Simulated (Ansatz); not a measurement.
The starting structures come from a database of crystals and need not be the phases stable at ambient conditions.

Tunnelling through a barrier is set by its complex band structure: the current falls as exp(−2κd) with the smallest κ.

Data:

```xyz
10
Lattice="7.3757 -0.1500 0.0000 1.7394 9.7185 0.0000 2.8182 -4.9343 3.2807" Properties=species:S:1:pos:R:3 pbc="T T T"
Sn     8.7872     2.8375     3.2807
Sn     5.9642    -3.1374     3.2807
P      4.6505     0.4748     3.2807
P     10.1009    -0.7748     3.2807
S      5.3499     0.3840     1.3632
S      6.5833     4.2502     1.9175
S      3.0386     4.4308     1.3274
S      8.8946     0.2034     1.9533
S      8.7672     7.1648     0.5901
S      3.1660    -2.5305     2.6906
```

Space group of this cell: R-3. The cell was relaxed by PBE-D3(BJ).

Transport runs along the normal of the first two printed cell vectors, the (110) plane of the conventional cell.

No gap correction and no spin-orbit coupling; mid-gap values are interpolated between computed energies.

Question: Give the band gap and the smallest decay constant κ at mid-gap that PBEsol run with Ansatz (an electronic-structure program) yields.

Answer: Gap 1.37 eV on a 10×10×10 mesh; κ = 0.195 1/Å, at (0.250, 0.250) of the in-plane reciprocal vectors. At the zone centre, at the nearest computed energy, the slowest state has κ = 0.22 1/Å.
